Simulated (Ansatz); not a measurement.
## rock-salt TiC: the defect C on the Ti site

Calculation: PBE, PAW (plane waves to 420 eV; Ansatz, a quantum-chemistry and plane-wave program). Set-up: 64-site cell; 4×4×4 shifted k-points; start: the Ti site; no Hubbard U; finite-size errors of tenths of an eV; the relaxation kept the symmetry of the starting site.

Neighbours after relaxation, in Å: of the C atom: C 2.17, C 2.17, C 2.17, C 2.17, C 2.17, C 2.17.

Formation energies E_f are those of the neutral cell. Chemical conditions: C-rich (Δμ(C) = 0.00 eV, Δμ(Ti) = -1.66 eV; only phases computed here count, gases as isolated molecules at 0 K); Ti-rich (Δμ(C) = -1.33 eV, Δμ(Ti) = -0.33 eV, bounded by Ti2C (Fd-3m); only phases computed here count, gases as isolated molecules at 0 K). Reference phases: C: graphite, Ti: hcp Ti.

```tsv
charge	moment (μB)	point group	largest move off a lattice site (Å)	E_f, C-rich (eV)	E_f, Ti-rich (eV)
0	not spin-polarised	Oh	0.01	10.77	13.43
```

Point groups are those of the whole cell at tolerances of 0.03 and 0.1 Å ("near" where only the looser one holds); none is given for unsettled states.

All states together cost very roughly 5 core-minutes.
